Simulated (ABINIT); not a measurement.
ABINIT run on CaC2 (P-1, 6 atoms in the cell): self-consistent single point.

Level of theory: LDA (PW92), norm-conserving pseudopotentials (PseudoDojo nc-sr-04 LDA standard) (plane waves; ABINIT 10.0.3).

The change in words: lattice scaled by 0.98. Reference geometry:
```yaml
crystal:
  lattice:
    - [3.87625, 0.00000, 0.00000]
    - [1.84964, 3.53935, 0.00000]
    - [0.41179, 1.00694, 7.21993]
  atoms:
    - { symbol: Ca, position: [0.22555, 0.98060, 0.75247] }
    - { symbol: Ca, position: [0.77445, 0.01940, 0.24753] }
    - { symbol: C, position: [0.13145, 0.40051, 0.06016] }
    - { symbol: C, position: [0.86855, 0.59949, 0.93984] }
    - { symbol: C, position: [0.44816, 0.63441, 0.43396] }
    - { symbol: C, position: [0.55184, 0.36559, 0.56604] }
```

Reference input (self-consistent single point, DFT, LDA (PW92), plane waves, norm-conserving pseudopotentials (PseudoDojo nc-sr-04 LDA standard)): pseudos = [Ca.upf, C.upf]; ecut = 41 Ha; occopt = 1; ngkpt = 7 6 3; nshiftk = 1; shiftk = 0 0 0; potentials = PseudoDojo nc-sr-04 LDA standard; nband = 22; kptopt = 1; nstep = 80; tolvrs = 1e-12; diemac = 9. This run's input differs from it in these lines:

```diff
@@ -3,7 +3,7 @@
 pseudos "Ca.upf, C.upf"
-acell 3.8762460000 3.9935142536 7.3014339756 Angstrom
+acell 3.7987210000 3.9136438497 7.1554049298 Angstrom
 rprim
-         1.0000000000   -0.0000000000   -0.0000000000
-         0.4631612366    0.8862740372    0.0000000000
-         0.0563982365    0.1379104438    0.9888376755
+         1.0000000000    0.0000000000   -0.0000000000
+         0.4631612046    0.8862740538   -0.0000000000
+         0.0563982058    0.1379104341    0.9888376786
 natom 6
@@ -13,8 +13,8 @@
 xcart
-         2.9979033663    4.2283798005    5.4327829845
-         3.1397716337    0.3179121995    1.7871500155
-         1.2751054197    1.4781220185    0.4343511693
-         4.8625695803    3.0681699815    6.7855818307
-         3.0893086746    2.6823711829    3.1331621247
-         3.0483663253    1.8639208171    4.0867708753
+         2.9379449238    4.1438120750    5.3241270690
+         3.0769760762    0.3115539251    1.7514069310
+         1.2496032143    1.4485595549    0.4256641254
+         4.7653177858    3.0068064451    6.6498698746
+         3.0275222470    2.6287236818    3.0704987346
+         2.9873987530    1.8266423182    4.0050352654
       Angstrom
```

Output, abridged:

```
--- !BeginCycle
solver: {iscf: 7, nstep: 80, nline: 4, wfoptalg: 0, }
tolerances: {tolvrs: 1.00E-12, }
...

     iter   Etot(hartree)      deltaE(h)  residm     vres2
 ETOT  1  -101.13066003837    -1.011E+02 8.964E-02 1.890E+03
 ETOT  2  -101.35881013128    -2.282E-01 2.270E-02 6.971E+02
 ETOT  3  -101.45561689982    -9.681E-02 1.089E-02 3.184E+00
 ETOT  4  -101.45658936951    -9.725E-04 2.851E-03 1.720E-01
 ETOT  5  -101.45659927122    -9.902E-06 1.437E-03 5.713E-02
   [... 5 lines left out ...]
 ETOT 11  -101.45660744440    -8.185E-12 6.096E-04 5.819E-09
 ETOT 12  -101.45660744441    -2.856E-12 5.577E-04 3.302E-10
 ETOT 13  -101.45660744440     2.487E-12 3.720E-04 2.820E-11
 ETOT 14  -101.45660744440    -1.393E-12 5.301E-04 4.342E-13
 At SCF step   14       vres2   =  4.34E-13 < tolvrs=  1.00E-12 =>converged.

 Cartesian components of stress tensor (hartree/bohr^3)
  sigma(1 1)=  4.37796608E-05  sigma(3 2)=  1.05000495E-04
  sigma(2 2)=  1.88894307E-07  sigma(3 1)= -4.28491487E-05
  sigma(3 3)= -5.90156325E-05  sigma(2 1)=  2.71673415E-05

 ----iterations are completed or convergence reached----

 reduced coordinates (array xred) for    6 atoms
       0.225550000060      0.980600000070      0.752469999979
       0.774450000004      0.019400000016      0.247529999989
       0.131450000007      0.400510000036      0.060159999992
       0.868550000056      0.599490000050      0.939839999976
       0.448160000043      0.634410000049      0.433959999980
       0.551840000020      0.365590000037      0.566039999988
 cartesian forces (eV/Angstrom) at end:
   [... lines left out ...]
 Fermi (or HOMO) energy (eV) =   2.66081   Average Vxc (eV)=  -9.99999
   [... lines left out ...]
total_energy        : -1.01456607444404E+02
total_energy_eV     : -2.76077469030302E+03
band_energy         : -1.33612834721724E+01
...

-Cartesian components of stress tensor (GPa)         [Pressure=  1.4757E-01 GPa]
- sigma(1 1)=  1.28804187E+00  sigma(3 2)=  3.08922071E+00
- sigma(2 2)=  5.55746144E-03  sigma(3 1)= -1.26066527E+00
- sigma(3 3)= -1.73629956E+00  sigma(2 1)=  7.99290648E-01

 Calculation completed.
```

The run converged in 14 iterations. Against the reference run the free energy goes down by 16.5 meV/atom, the pressure goes from -5.42 to 0.15 GPa, the largest force goes from 0.186 to 1.671 eV/Å and the gap on the mesh goes from 2.408 to 2.351 eV.

The starting cell comes from a database of computed structures (which also holds hypothetical and non-ambient phases and stackings), without a prior relaxation at this level. Its lattice was rescaled by a random factor within 2.5 % of one. For this run, on top of that: lattice scaled by 0.98. Forces in this geometry exceed 1 eV/Å.

Cost on one core of a shared machine: roughly 7 min.
